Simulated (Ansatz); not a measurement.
Results of PBE-D3(BJ) (Ansatz, a program for electronic structure, PAW) for Ge₂Sb₂Te₅ (Cm, No. 8, 9 atoms in the cell; start mp-1224407).

Run with plane-wave cutoff 520 eV, 8×8×6 k mesh (along the axes of the cell as run), Fermi–Dirac smearing 0.01 eV, scalar-relativistic PAW data made under PBE.

Cell (relaxed at this level):

```
CELL_PARAMETERS angstrom
      6.73134    -3.01133    -0.03479
      6.73134     3.01133    -0.03479
     -6.75813     0.00000     6.71966
ATOMIC_POSITIONS crystal
  Ge 0.49463 0.49463 0.00899
  Ge 0.27862 0.27862 0.19427
  Sb 0.11265 0.11265 0.42700
  Sb 0.89342 0.89342 0.57839
  Te 0.41458 0.41458 0.60397
  Te 0.21254 0.21254 0.81455
  Te 0.99868 0.99868 0.99616
  Te 0.79690 0.79690 0.18340
  Te 0.59799 0.59799 0.39307
```

### Question
Predict the band gap, smallest direct gap on the k points sampled and direct gap at Γ.

### Answer

* **band gap**: 0.03 eV
* **smallest direct gap on the k points sampled**: 0.16 eV
* **direct gap at Γ**: 1.44 eV

Note: a distance lies near a switch of the dispersion term, which can move the cell.

Spin–orbit coupling is not included; it can close the smallest gap of 0.03 eV.

Computed values are for the static lattice.

A start named mp-… is a Materials Project structure, which need not be a measured phase.
